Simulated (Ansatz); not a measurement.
Base system: Ca₃SbN in the anti-perovskite structure (space group Pm-3m, No. 221; a = 4.803 Å; a cell from a computed database, its experimental status unchecked). Axes: x, y, z lie along the cube axes.

Now apply this change: uniaxial stress, 2 GPa tension along z, with the cell and atoms free to relax against it.

Levels (all Ansatz, a quantum-chemistry and plane-wave program, PAW): PBEsol (420 eV, scalar-relativistic without spin-orbit coupling); PBEsol+SOC (420 eV, noncollinear with spin-orbit coupling).

The geometry is relaxed with PBEsol.

| Quantity | Value |
|---|---|
| PBEsol gap character | direct at Γ |
| PBEsol pressure | -0.67 GPa |
| PBEsol lowest conduction level above the VBM at special points | Γ 0.29 eV; Z 1.38 eV; X 1.40 eV; A 1.96 eV |

Problem. Predict the gap character, pressure and lowest conduction level above the VBM at special points from PBEsol+SOC.

Solution. The gap character stays direct at Γ; the pressure is still -0.67 GPa; the lowest conduction level above the VBM at special points becomes Γ 0.18 eV; Z 1.27 eV; X 1.29 eV; A 1.85 eV (PBEsol: Γ 0.29 eV; Z 1.38 eV; X 1.40 eV; A 1.96 eV).

Single points use the geometry relaxed with PBEsol. The spin-orbit shifts are approximate. Spin-orbit coupling, missing from the scalar runs, can matter with Sb. Load acts through the strain it causes; cell and atoms are relaxed under it. Beyond what the load breaks, stability against distortions was not tested. A zero or small gap of Ca3SbN under uniaxial stress, 2 GPa tension along z can be the functional's error rather than a property of the material. k-point labels follow each cell's own Brillouin zone.
